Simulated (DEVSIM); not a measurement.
Structure: Si n+/n-/n+ resistor, at 300 K.

Layer 1 from the left is Si, thickness (μm) 0.520, Nd (cm⁻³) 2.2e18, τn (s) 4.1e-6, τp (s) 1.2e-6. Layer 2 from the left is Si, thickness (μm) 1.60, Nd (cm⁻³) 4.3e12, τn (s) 4.1e-6, τp (s) 4.1e-6. Layer 3 from the left is Si, thickness (μm) 0.400, Nd (cm⁻³) 1.3e19, τn (s) 4.1e-6, τp (s) 4.1e-6.

Left contact: ohmic. Right contact: ohmic. Voltage is applied to the left contact. Recombination: SRH at mid-gap, Auger. Mobility is μmin + (μ − μmin)/(1 + (N/Nref)^α).

Constants are typed, rounded textbook-type inputs, not results; the design itself was drawn at random and stands for no fabricated device. Values at 300 K.

Si: gap (eV) 1.124, affinity (eV) 4.05, permittivity 11.7, Nc (cm⁻³) 2.86e19, Nv (cm⁻³) 3.1e19, μn (cm²/Vs) 1417, μp (cm²/Vs) 470, μn,min 52, μp,min 45, Nref,n 9.7e16, Nref,p 2.2e17, αn 0.68, αp 0.72, Cn (cm⁶/s) 2.8e-31, Cp (cm⁶/s) 9.9e-32.

Model (solved in DEVSIM): 1D drift-diffusion, Boltzmann statistics, complete ionisation; no tunnelling, impact ionisation, image-force lowering or self-heating.

### Question
What does the simulation give for the dark forward voltage at 100 A/cm²?

### Answer
dark forward voltage at 100 A/cm² 0.232 V.
